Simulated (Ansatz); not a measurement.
Structure of amorphous Hf$_{17}$O$_{36}$Al (periodic cell):

```xyz
54
Lattice="9.1000 -0.2602 -0.0967 -0.2602 8.4535 0.4745 -0.0967 0.4745 8.9613" Properties=species:S:1:pos:R:3 pbc="T T T"
Hf     8.4626     4.5613     3.0894
Hf     6.9351     5.3620     7.2314
Hf     3.4346     6.3673     1.7884
Hf     5.8462     7.4300     4.1931
Hf     6.0599     8.1706     0.4676
Hf     0.5044     3.3470     6.5964
Hf     2.1435     5.5055     4.6775
Hf     0.6257     6.4779     8.8628
Hf     8.1174     2.2843     0.2929
Hf     0.0219     8.0364     2.8481
Hf     6.7514     1.9117     5.3553
Hf     4.0320     6.8181     7.3849
Hf     5.2710     4.3730     3.9678
Hf     4.8062     3.2479     0.3707
Hf     1.9085     2.8058     2.8691
Hf     0.6572     8.4285     6.1035
Hf     2.4306     1.3094     8.6194
O      8.7331     5.9428     1.5106
O      5.5965     5.9847     5.6776
O      2.6245     6.0907     8.8913
O      6.7384     4.3763     9.0636
O      0.6917     2.3572     8.4477
O      3.8949     6.1937     3.8625
O      1.3651     0.9362     3.5289
O      6.8211     3.0535     3.5862
O      3.8224     2.5599     7.8633
O      2.1151     1.7332     6.1912
O      8.1676     0.1722     0.8877
O      3.2726     3.5016     4.2369
O      5.5102     0.3686     5.0305
O      4.7429     5.0159     7.7839
O      3.0194     2.2158     1.3125
O      8.6713     1.2998     5.8211
O      1.0751     8.3038     8.1245
O      4.6248     4.5395     1.9454
O     -0.0709     4.6758     8.2268
O      1.9151     7.8279     1.7490
O      5.1680     3.1470     5.6711
O      6.9374     1.6689     7.5681
O      8.5656     6.6300     6.9317
O      6.0774     7.1927     8.0486
O      3.8931     8.3200     8.8562
O      0.4093     6.5321     4.2455
O      5.1923     7.5341     2.2097
O      0.6657     3.8752     4.4929
O     -0.0051     3.1742     2.0283
O      7.6971     3.8300     6.0608
O      6.8075     5.6511     3.4667
O      7.6783     8.2025     4.1808
O      6.0271     1.6494     0.7429
O      2.4539     7.1564     6.0217
O      2.2992     4.4131     6.4346
O      1.9185     5.0464     2.5486
Al     3.4447     2.9694     6.1288
```

All values below come from PBE, scalar-relativistic without spin-orbit coupling (plane waves to 420 eV, PAW; Ansatz, a quantum-chemistry and plane-wave program). The usual formal charges leave 1 holes over, so the level spacing at the Fermi energy parts defect or band states and needn't be the band gap. In the spin-polarised cell the level spacing at the Fermi energy can part levels of unlike spin.

The cell was made by melting and quenching with the CHGNet potential and then relaxed with DFT. O atoms were pushed apart under 1.9 Å during the dynamics, to hinder bonds among them. The hot cell started wider than the set density and was brought back towards it in steps. It is the lowest in DFT energy of 2 quenches. It is a model cell: composition and starting density were chosen by hand, and all elements were melted together. No dispersion term was used. Its density started from a set value of 8.68 and ended at 8.80 g/cm³. The simulated quench (nominally 380 K/ps over its main leg) is rapid and tends to freeze in more defects than a deposited or slowly cooled glass has. One small periodic cell is one sample of the glass; other quenches scatter about these values. Volume and shape were free in the relaxation.

Cut-offs for bonds: Hf-Hf 3.34 Å, Hf-O 2.74 Å, Hf-Al 3.00 Å, O-O 1.58 Å, O-Al 2.24 Å, Al-Al 2.66 Å. Two cations that share two anions don't count as bonded, nor two that share one unless they lie closer than Hf-Hf 3.25 Å, Hf-Al 2.92 Å, Al-Al 2.59 Å.

Q: Give the coordination numbers, mean bond lengths and angles.

A: 
- Mean coordination of Hf by anions: 6.47 (1 with 5, 7 with 6, 9 with 7)
- Mean coordination of O: 3.19 (2 with 2, 25 with 3, 9 with 4)
- Mean coordination of Al by anions: 5.00 (1 with 5)
- Mean Hf-O bond: 2.156 Å (spread 0.129 Å, 110 counted)
- Mean O-Al bond: 1.854 Å (spread 0.064 Å, 5 counted)
- Bond angle at Hf: mean 102.0°, spread 29.6°
- Bond angle at O: mean 113.1°, spread 17.8°
- Bond angle at Al: mean 107.4°, spread 28.1°

Q: List the pairs of like atoms that count as bonded by the rules above.

A: There are none by these rules.
